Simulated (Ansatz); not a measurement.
Here is the system:

```yaml
crystal:
  lattice:
    - [4.26768, 0.00000, 0.00000]
    - [0.00000, 4.26768, 0.00000]
    - [0.00000, 0.00000, 4.26768]
  atoms:
    - { symbol: Ba, position: [0.00000, 0.00000, 0.00000] }
    - { symbol: Ti, position: [0.50000, 0.50000, 0.50000] }
    - { symbol: F, position: [0.00000, 0.50000, 0.50000] }
    - { symbol: F, position: [0.50000, 0.50000, 0.00000] }
    - { symbol: F, position: [0.50000, 0.00000, 0.50000] }
```

Spin-polarised, with starting moments of sign Ba0 Ti+ F0 F0 F0.

A single point on BaTiO3 with a change (O → F), its geometry relaxed with PBEsol.

Computed with r2SCAN (Ansatz, a first-principles code, PAW, no spin-orbit coupling). Γ-centred 11×11×11 mesh, Fermi–Dirac width 0.05 eV.

Estimate the band gap.

Zero.

What is the computed pressure?

1.7 GPa.

The magnetic state is the one reached from the starting moments; the real material's order can differ, and small cells can't hold many antiferromagnetic ones. Single points use the geometry relaxed with PBEsol. Stability against distortions was not tested. No Hubbard U is applied, and correlation can decide whether such a compound is a metal. The cell was made from BaTiO3 by this change: O → F; the result is a hypothetical phase, not in the database extracts checked. Many cubic perovskites are stable only at high temperature; tilts and polar distortions were not tested.
